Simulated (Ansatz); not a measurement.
Consider GaP in the zinc blende structure (space group F-43m, No. 216; a = 5.506 Å).

Structures relaxed with Ansatz (a quantum-chemistry and plane-wave program) PBE, no spin-orbit coupling.

Base:

Simulated powder pattern, Mo Kα, λ = 0.71073 Å (kinematic, ideal powder, no thermal factors, no anomalous dispersion; the 8 strongest lines at most, above 2 %, up to 2θ = 40°):

```tsv
2θ (°)	I/Imax (%)	hkl
12.84	100	(111)
14.83	15	(200)
21.04	68	(220)
24.72	50	(311)
29.92	12	(400)
32.68	20	(331)
36.86	23	(422)
39.19	14	(333)
```

Now apply this change: As takes the place of P on all its sites, then cell and atoms are relaxed.

Problem. How do the reflections move or split?

Solution. 
Simulated powder pattern, Mo Kα, λ = 0.71073 Å (kinematic, ideal powder, no thermal factors, no anomalous dispersion; the 8 strongest lines at most, above 2 %, up to 2θ = 40°):

| 2θ (°) | I/Imax (%) | hkl |
|---|---|---|
| 12.30 | 100 | (111) |
| 20.15 | 83 | (220) |
| 23.68 | 52 | (311) |
| 28.65 | 15 | (400) |
| 31.28 | 22 | (331) |
| 35.28 | 29 | (422) |
| 37.49 | 16 | (333) |

The indices refer to each structure's own conventional cell; one index is shown for lines that coincide.

Whether these cells are dynamically stable was not tested.
